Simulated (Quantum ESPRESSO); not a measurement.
**Parameter sweep on SrMg6Nb (P4/mmm, 8 atoms in the cell)**

```xyz
8
Lattice="6.6376 0.0000 0.0000 0.0000 6.6376 0.0000 0.0000 0.0000 4.7085" Properties=species:S:1:pos:R:3 pbc="T T T"
Sr     0.0000     0.0000     2.3542
Mg     0.0000     3.3188     2.3542
Mg     3.3188     0.0000     2.3542
Mg     4.7949     1.8427     0.0000
Mg     1.8427     4.7949     0.0000
Mg     4.7949     4.7949     0.0000
Mg     1.8427     1.8427     0.0000
Nb     3.3188     3.3188     2.3542
```

Base run A: PBEsol, PseudoDojo standard norm-conserving (PBESOL) pseudopotentials run with Quantum ESPRESSO, self-consistent single point.

Its settings: ecutwfc = 85 Ry; occupations = smearing; smearing = gaussian; degauss = 0.0036749 Ry; potentials = {Sr: Sr.upf, Mg: Mg.upf, Nb: Nb.upf}; K_POINTS = automatic 3 3 4 0 0 0; conv_thr = 1e-11 Ry.

The starting cell comes from a database of computed structures (which also holds hypothetical and non-ambient phases and stackings), without a prior relaxation at this level. Its lattice was rescaled by a random factor within 2.5 % of one. Spin polarisation is off. In the base run, with a pressure of about -3 GPa the cell is away from its equilibrium volume at this level. Without a gap this mesh is coarse (it stands for a supercell whose shortest vector is 19 Å).

ΔF is the free energy per atom less that of run A. 

```json
[
 {"run": "A", "degauss": "0.0036749 Ry", "ΔF (meV/atom)": "0.00", "pressure (GPa)": "-3.38", "largest force (eV/Å)": "0.056", "TS (meV/atom)": "1.3"},
 {"run": "B", "degauss": "0.002205 Ry", "ΔF (meV/atom)": "0.40", "pressure (GPa)": "-3.39", "largest force (eV/Å)": "0.049", "TS (meV/atom)": "0.4"},
 {"run": "C", "degauss": "0.0073499 Ry", "ΔF (meV/atom)": "-1.76", "pressure (GPa)": "-3.37", "largest force (eV/Å)": "0.059", "TS (meV/atom)": "4.3"},
 {"run": "D", "degauss": "0.02205 Ry", "ΔF (meV/atom)": "-16.7", "pressure (GPa)": "-3.34", "largest force (eV/Å)": "0.043", "TS (meV/atom)": "32.4"}
]
```

Run C against A: The free energy drops by 1.8 meV/atom, the pressure hardly changes (-3.38 to -3.37 GPa) and the largest force hardly changes (0.056 to 0.059 eV/Å).

Run B against A: The free energy is nearly the same (within 1 meV/atom), the pressure moves little (-3.38 to -3.39 GPa) and the largest force goes from 0.056 to 0.049 eV/Å.

Run D against A: The free energy goes down by 16.7 meV/atom, the pressure stays near -3.34 GPa while the zz stress (positive for compression) goes from -4.09 to -4.45 GPa and the largest force goes from 0.056 to 0.043 eV/Å.
